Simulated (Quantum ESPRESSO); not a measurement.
Short convergence ladders for BiS (Cm, 4 atoms in the cell)

```
BiS
1.0
    2.83287    -2.79049     0.00000
    2.83287     2.79049     0.00000
   -1.65000     0.00000    10.87060
Bi S
2 2
Direct
  0.19052   0.19052   0.34731
  0.81082   0.81082   0.65729
  0.73361   0.73361   0.38560
  0.26639   0.26639   0.61440
```

Base method: LDA (PW92), PseudoDojo standard norm-conserving (LDA) pseudopotentials (plane waves; Quantum ESPRESSO).

Base settings: ecutwfc = 70 Ry; occupations = smearing; smearing = fd; degauss = 0.0073499 Ry; potentials = {Bi: Bi.upf, S: S.upf}; K_POINTS = automatic 3 3 1 0 0 0; conv_thr = 1e-10 Ry.

The count of work is k-points × plane waves × bands × iterations; it is no time. Core times come from one kind of shared machine, to one figure; runs under 30 s give none.

**The plane-wave cutoff**

The second cell is the first with its lattice scaled by 0.98.

The mesh stays at the base's, so the ladder's end is converged at best in this setting alone.

Only quantities that move along the ladder and can be compared are tabulated.

```tsv
ecutwfc	free energy less the last step's (meV/atom)	energy of the compressed cell less the first (meV/atom)	pressure (GPa)	largest difference of a force vector from the last step's (eV/Å)	count of work / last
24 Ry	22556.41	-32.92	-222.82	0.106	0.063
32 Ry	5375.61	-31.90	-85.19	0.028	0.090
38 Ry	1520.07	8.11	-33.25	0.005	0.12
70 Ry	0.11	-2.08	-1.26	0.000	0.27
168 Ry	0.00	-2.09	-1.26	0.000	1.0
```

Coarsest ecutwfc that holds the free energy within 1 meV/atom of the last step, with all finer ones: 70 Ry, at 0.27 of the last step's count of work; the step before is off by 1500 meV/atom.

Coarsest ecutwfc that holds the energy of the compressed cell less the first within 1 meV/atom of the last step, with all finer ones: 70 Ry, at 0.27 of the last step's count of work; the step before is off by 10 meV/atom.

Coarsest ecutwfc that holds the pressure within 1 GPa of the last step, with all finer ones: 70 Ry, at 0.27 of the last step's count of work; the step before is off by 32 GPa.

At the lowest cutoff the pressure lies 222 GPa under the last step's, the usual sign of Pulay stress in an incomplete plane-wave basis.

**The cutoff for other potential files**

Level: DFT, LDA (PZ), plane waves, PSlibrary PAW (LDA, semicore) pseudopotentials.

In this ladder: pseudopotentials = {Bi: Bi.pz-dn-kjpaw_psl.1.0.0.UPF, S: S.pz-n-kjpaw_psl.1.0.0.UPF}. Moved along: ecutrho.

The second cell is the first with its lattice scaled by 0.98.

The mesh stays at the base's, so the ladder's end is converged at best in this setting alone.

Only quantities that move along the ladder and can be compared are tabulated.

| ecutwfc | free energy less the last step's (meV/atom) | energy of the compressed cell less the first (meV/atom) | pressure (GPa) | largest difference of a force vector from the last step's (eV/Å) | count of work / last | core time / last (rough) |
|---|---|---|---|---|---|---|
| 22 Ry | 29939.59 | 11.78 | -409.36 | 0.277 | 0.17 | 0.2 |
| 35 Ry | 640.69 | 2.27 | -20.22 | 0.007 | 0.30 | 0.3 |
| 50 Ry | 64.90 | 0.99 | -1.33 | 0.001 | 0.55 | 0.5 |
| 75 Ry | 0.00 | 0.79 | -1.13 | 0.000 | 1.0 | 1 |

Coarsest ecutwfc that holds the energy of the compressed cell less the first within 2 meV/atom of the last step, with all finer ones: 35 Ry, at 0.30 of the last step's count of work and about 0.3 of the last step's time; the step before is off by 11 meV/atom.

Coarsest ecutwfc that holds the forces within 0.01 eV/Å of the last step, with all finer ones: 35 Ry, at 0.30 of the last step's count of work and about 0.3 of the last step's time; the step before is off by 0.28 eV/Å.

Coarsest ecutwfc that holds the free energy within 5 meV/atom: not settled: the last two steps still differ by 65 meV/atom, over half the tolerance, so the ladder does not show it.

At the lowest cutoff the pressure lies 408 GPa under the last step's, the usual sign of Pulay stress in an incomplete plane-wave basis.

**The cutoff for other potential files**

Level: DFT, LDA (PZ), plane waves, PSlibrary ultrasoft (LDA) pseudopotentials.

In this ladder: pseudopotentials = {Bi: Bi.pz-dn-rrkjus_psl.1.0.0.UPF, S: S.pz-n-rrkjus_psl.1.0.0.UPF}. Moved along: ecutrho.

The second cell is the first with its lattice scaled by 0.98.

The mesh stays at the base's, so the ladder's end is converged at best in this setting alone.

Only quantities that move along the ladder and can be compared are tabulated.

```tsv
ecutwfc	free energy less the last step's (meV/atom)	energy of the compressed cell less the first (meV/atom)	pressure (GPa)	largest difference of a force vector from the last step's (eV/Å)	count of work / last	core time / last (rough)
22 Ry	29589.96	9.50	-402.81	0.300	0.19	–
35 Ry	639.24	2.40	-20.16	0.007	0.32	0.3
50 Ry	64.76	1.07	-1.32	0.001	0.55	0.4
75 Ry	0.00	0.89	-1.13	0.000	1.0	1
```

Coarsest ecutwfc that holds the forces within 0.02 eV/Å of the last step, with all finer ones: 35 Ry, at 0.32 of the last step's count of work and about 0.3 of the last step's time; the step before is off by 0.30 eV/Å.

Coarsest ecutwfc that holds the energy of the compressed cell less the first within 2 meV/atom of the last step, with all finer ones: 35 Ry, at 0.32 of the last step's count of work and about 0.3 of the last step's time; the step before is off by 8.6 meV/atom.

Coarsest ecutwfc that holds the pressure within 0.5 GPa of the last step, with all finer ones: 50 Ry, at about 0.4 of the last step's time; the step before is off by 19 GPa.

At the lowest cutoff the pressure lies 402 GPa under the last step's, the usual sign of Pulay stress in an incomplete plane-wave basis.

On the base run: the starting cell comes from a database of computed structures (which also holds hypothetical and non-ambient phases and stackings), without a prior relaxation at this level. Its lattice was rescaled by up to half a per cent. One atom was moved a little off its site on purpose. The run gives no clean gap (levels at the Fermi energy touch, overlap or are partly filled at this smearing), which alone does not show that the compound is a metal. Without a gap this mesh is coarse (it stands for a supercell whose shortest vector is 11 Å).
